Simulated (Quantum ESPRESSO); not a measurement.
# Effort and miss along a sweep of ecutwfc: Sb₂Se₃ (Pnma, 20 atoms in the cell)

Cell: a = 12.6489 Å, b = 4.0944 Å, c = 11.9854 Å, α = 90.00°, β = 90.00°, γ = 90.00°.

Method: PBE, PSlibrary PAW (PBE) pseudopotentials (plane waves; Quantum ESPRESSO).

Base settings: ecutwfc = 30 Ry; ecutrho = 180 Ry; occupations = fixed; potentials = {Sb: Sb.pbe-n-kjpaw_psl.1.0.0.UPF, Se: Se.pbe-n-kjpaw_psl.1.0.0.UPF}; K_POINTS = automatic 1 3 1 0 0 0; nbnd = 60; conv_thr = 1e-11 Ry; mixing_beta = 0.3.

Misses are taken against the tightest run, 60 Ry (ecutrho: 180 Ry → 360 Ry), which need not be fully converged itself. The energy is the free energy per atom.

The count of work is k-points × plane waves × bands × iterations; it is no time, and leaves out set-up, grids and terms that scale otherwise. Core times come from one kind of shared machine and are given to one figure; runs under 30 s give none.

The starting cell comes from a database of computed structures (which also holds hypothetical and non-ambient phases and stackings), without a prior relaxation at this level. Its lattice was rescaled by a random factor within 2.5 % of one.

The runs (ecutwfc): 12 Ry (ecutrho: 180 Ry → 72 Ry) | 15 Ry (ecutrho: 180 Ry → 90 Ry) | 18 Ry (ecutrho: 180 Ry → 108 Ry) | 21 Ry (ecutrho: 180 Ry → 126 Ry) | 24 Ry (ecutrho: 180 Ry → 144 Ry) | 27 Ry (ecutrho: 180 Ry → 162 Ry) | 30 Ry | 34 Ry (ecutrho: 180 Ry → 204 Ry) | 39 Ry (ecutrho: 180 Ry → 234 Ry) | 45 Ry (ecutrho: 180 Ry → 270 Ry) | 52 Ry (ecutrho: 180 Ry → 312 Ry) | 60 Ry (ecutrho: 180 Ry → 360 Ry).

Which is the coarsest setting among those run that, with all tighter ones, holds the energy within 2 meV/atom of the reference, and what does it save?

34 Ry (ecutrho: 180 Ry → 204 Ry), off by 1.7 meV/atom; it needs 0.45 of the reference's count of work and about 0.4 of the reference's time.

Which is the coarsest setting among those run that, with all tighter ones, holds the energy within 1 meV/atom of the reference, and what does it save?

39 Ry (ecutrho: 180 Ry → 234 Ry), off by 0.87 meV/atom; its saving against the reference is no more than about a factor of 2 in the count of work.

What does the step from 12 Ry (ecutrho: 180 Ry → 72 Ry) to 34 Ry (ecutrho: 180 Ry → 204 Ry) buy?

It takes the miss in the energy from 110 to 1.7 meV/atom, for 5.3 times the count of work and roughly 3 times the time.

| ecutwfc | energy less reference (meV/atom) | pressure less reference (GPa) | largest difference in the force on any atom (eV/Å) | count of work / reference | core time / reference (rough) |
|---|---|---|---|---|---|
| 12 Ry (ecutrho: 180 Ry → 72 Ry) | 107.63 | -1.29 | 0.045 | 0.085 | 0.1 |
| 15 Ry (ecutrho: 180 Ry → 90 Ry) | 40.47 | -0.56 | 0.020 | 0.13 | 0.2 |
| 18 Ry (ecutrho: 180 Ry → 108 Ry) | 17.01 | -0.23 | 0.012 | 0.19 | 0.2 |
| 21 Ry (ecutrho: 180 Ry → 126 Ry) | 7.92 | -0.09 | 0.005 | 0.20 | 0.2 |
| 24 Ry (ecutrho: 180 Ry → 144 Ry) | 4.62 | -0.02 | 0.004 | 0.25 | 0.3 |
| 27 Ry (ecutrho: 180 Ry → 162 Ry) | 3.40 | 0.00 | 0.003 | 0.30 | 0.4 |
| 30 Ry | 2.59 | -0.01 | 0.002 | 0.32 | 0.3 |
| 34 Ry (ecutrho: 180 Ry → 204 Ry) | 1.75 | -0.01 | 0.001 | 0.45 | 0.4 |
| 39 Ry (ecutrho: 180 Ry → 234 Ry) | 0.87 | -0.01 | 0.001 | 0.55 | 0.5 |
| 45 Ry (ecutrho: 180 Ry → 270 Ry) | 0.35 | 0.00 | 0.000 | 0.62 | 0.6 |
| 52 Ry (ecutrho: 180 Ry → 312 Ry) | 0.16 | 0.00 | 0.000 | 0.81 | 0.9 |
| 60 Ry (ecutrho: 180 Ry → 360 Ry) | 0.00 | 0.00 | 0.000 | 1.0 | 1 |
